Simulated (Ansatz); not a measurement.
ZnS under a change: electrons 7.0×10^21 cm⁻³

The parent structure is ZnS in the zinc blende structure (space group F-43m, No. 216; a = 5.357 Å).

The change: 0.269 electrons added to each cell, a density of 7.0×10^21 cm⁻³, with a uniform compensating background at fixed cell and a 300 K Fermi–Dirac width.

Computed with Kohn–Sham DFT with the PBEsol functional, run in Ansatz (a first-principles code) with PAW and 420 eV plane waves, spin-orbit coupling left out. k-mesh 24×24×24 (Γ-centred); smearing 0.0259 eV (Fermi–Dirac).

```json
[
 {"quantity": "gap between the host's bands", "base": "2.09 eV", "changed": "1.98 eV", "shift": "-0.11 eV"},
 {"quantity": "gap character", "base": "direct at Γ", "changed": "direct at Γ", "shift": "–"},
 {"quantity": "valley order (the lowest conduction-band minima on the path, energy above the VBM, named in the base's zone)", "base": "Γ 2.09 eV; X along ⟨100⟩ 3.17 eV; L along ⟨111⟩ 3.24 eV", "changed": "Γ 1.98 eV; X along ⟨100⟩ 3.01 eV; L along ⟨111⟩ 3.15 eV", "shift": "–"},
 {"quantity": "Fermi level relative to the doped band's edge (positive inside the band; to 0.05 eV)", "base": "–", "changed": "+1.60 eV", "shift": "–"}
]
```

Final structure:

```
CELL_PARAMETERS angstrom
      0.00000     2.67833     2.67833
      2.67833     0.00000     2.67833
      2.67833     2.67833     0.00000
ATOMIC_POSITIONS crystal
  S  0.75000 0.75000 0.75000
  Zn 0.00000 0.00000 0.00000
```
Cell charge -0.26898.

Charged cell with a jellium background: band edges are those of the host's band count, energies are not comparable with the neutral cell, and many-body gap narrowing is missing. Whether these cells are dynamically stable was not tested.
